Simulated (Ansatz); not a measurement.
The starting structures come from a database of crystals and need not be the phases stable at ambient conditions.

 Where the default PAW files enter, the runs use the earlier of Ansatz's two default sets.

Crystal: CaPdF₆ (R-3, not sure to be the ambient phase, 8 atoms a cell, 14.0 Å³ an atom); planes in its conventional cell.

These are r2SCAN (plane waves, PAW; Ansatz, a first-principles code) values and carry that method's errors.

No gap correction and no spin-orbit coupling; mid-gap values are interpolated between computed energies.

| plane | area of the cell (Å²) | mid-gap κ (1/Å) | largest κ in the gap (1/Å) |
|---|---|---|---|
| (001) | 22.9 | 0.68 | 0.68 |
| (110) | 43.6 | ___ | ___ |
| (101) | 26.3 | ___ | ___ |

Problem. The slowest decay depends on the direction. Supply the withheld values.

Solution. 
- (110), mid-gap κ (1/Å): 0.60
- (110), largest κ in the gap (1/Å): 0.63
- (101), mid-gap κ (1/Å): 0.61
- (101), largest κ in the gap (1/Å): 0.61
